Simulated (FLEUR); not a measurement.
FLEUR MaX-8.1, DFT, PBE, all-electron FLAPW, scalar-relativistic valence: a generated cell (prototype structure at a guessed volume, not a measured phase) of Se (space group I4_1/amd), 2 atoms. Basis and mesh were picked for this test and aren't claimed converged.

| Property | Result |
|---|---|
| cell | 4.09, 4.09, 4.09 Å; 97.4, 97.4, 137.8° |
| task | ground state |
| k mesh | 7×7×7 |
| jspins | 1 |
| itmax | 100 |
| minDistance | 0.0001 me/bohr^3 |
| fermiSmearingEnergy | 0.001 Hartree |
| k-points after symmetry | 40 |
| basis functions | 306 |
| bands | 25 |
| symmetry operations | 16 |
| Kmax (1/bohr) | 3.9 |

Settings of this run: imix = pPulay, alpha = 0.05, maxIterBroyd = 15, precondParam = 0; 4 ranks.

```tsv
iteration	distance (me/bohr^3)
1	2.48649901
2	2.34400938
3	2.21021371
4	2.08454410
5	1.96646909
6	1.85549313
7	1.75115716
8	1.65302827
9	1.56070991
10	1.47383148
11	1.39204852
12	1.31504000
13	1.24250661
14	1.17417240
15	1.10977685
16	1.04907847
17	0.00148503
18	0.00140617
19	0.00133191
20	0.00126204
21	0.00119595
22	0.00113363
23	0.00107484
24	0.00101919
25	0.00096666
26	0.00091696
27	0.00086977
28	0.00082532
29	0.00078323
30	0.00074348
31	0.00070577
32	0.00067010
33	0.00002359
```

It converged after 33 iterations.

**Question.** The cycle is slow. Which setting should be changed?

**Answer.** One answer among several that fit: imix = Anderson (default) (11 iterations) or imix = Pulay (11 iterations) or imix = rPulay (11 iterations), all else kept. The other changes of this size gave: imix = aPulay (16). With more settings changed, the fewest of all runs of this system: imix = Anderson (default), alpha = 0.5 (8). The first change moves the result by: energy 0.13 meV/atom. Counts are of single runs.
